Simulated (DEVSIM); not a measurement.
System: illuminated Si n-on-p cell, one wavelength, with a back-surface field, at 400 K.

Layer 1 from the left is Si, thickness (μm) 0.110, Nd (cm⁻³) 9.9e18, τn (s) 4.6e-7, τp (s) 8.4e-8, absorption coefficient (cm⁻¹) 2600. Layer 2 from the left is Si, thickness (μm) 260, Na (cm⁻³) 6.4e16, τn (s) 4.2e-6, τp (s) 4.2e-6, absorption coefficient (cm⁻¹) 2600. Layer 3 from the left is Si, thickness (μm) 0.110, Na (cm⁻³) 2.5e18, τn (s) 4.2e-6, τp (s) 4.2e-6, absorption coefficient (cm⁻¹) 2600.

Left contact: ohmic, minority hole recombination velocity 20 cm/s. Right contact: ohmic, minority electron recombination velocity 5e6 cm/s. Voltage is applied to the left contact. Recombination: SRH at mid-gap, radiative, Auger. Light enters at the left, 6.6e16 photons cm⁻² s⁻¹, one pass, no reflection. Mobility is constant in doping.

Constants are typed, rounded textbook-type inputs, not results; the design itself was drawn at random and stands for no fabricated device. Values at 300 K; Nc and Nv go as T^1.5, mobilities as T to minus their exponent, the gap by Varshni's rule with the affinity fixed.

Si: gap (eV) 1.124, affinity (eV) 4.05, permittivity 11.7, Nc (cm⁻³) 2.86e19, Nv (cm⁻³) 3.1e19, μn (cm²/Vs) 1417, μp (cm²/Vs) 470, T exponent of μn 2.3, T exponent of μp 2.2, B (cm³/s) 4.7e-15, Cn (cm⁶/s) 2.8e-31, Cp (cm⁶/s) 9.9e-32, Varshni α (eV/K) 0.000473, Varshni β (K) 636.

Model (solved in DEVSIM): 1D drift-diffusion, Boltzmann statistics, complete ionisation; no tunnelling, impact ionisation, image-force lowering or self-heating.

What does the simulation give for the dark forward voltage at 100 A/cm², the open-circuit voltage?

dark forward voltage at 100 A/cm² 0.894 V; open-circuit voltage 0.373 V.
